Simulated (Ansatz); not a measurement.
Consider Ru in the hcp (Mg type) structure (space group P6_3/mmc, No. 194; relaxed with 0.1 eV smearing).

```yaml
crystal:
  lattice:
    - [2.70429, 0.00000, 0.00000]
    - [-1.35214, 2.34198, 0.00000]
    - [0.00000, 0.00000, 4.26291]
  atoms:
    - { symbol: Ru, position: [0.66667, 0.33333, 0.75000] }
    - { symbol: Ru, position: [0.33333, 0.66667, 0.25000] }
```

Cartesian axes are those of the cell as printed.

The values are results of r2SCAN (Ansatz, a quantum-chemistry and plane-wave program, PAW, no SOC), not measurements.

Modification: an isotropic linear strain of −1.00 %, atoms relaxed at fixed cell.

Task: Predict the stress tensor and what it implies for the stiffness.

Result: Stress of the strained cell less that of the base (GPa, compression positive):
```
   10.7     0.0     0.0
    0.0    10.7     0.0
    0.0     0.0    11.4
```

Then B = −ΔP/(ΔV/V₀) with ΔV/V₀ = -0.0297 gives secant stiffness values (nonlinear terms included at this strain): B (at held cell shape, above the free-shape value) ≈ 368 GPa.

As a check, the harmonic strain energy −½ V₀ Δσ:ε is 14 meV/atom; the computed energy rise is 13 meV/atom.

Whether these cells are dynamically stable was not tested. All final runs are without spin polarisation.
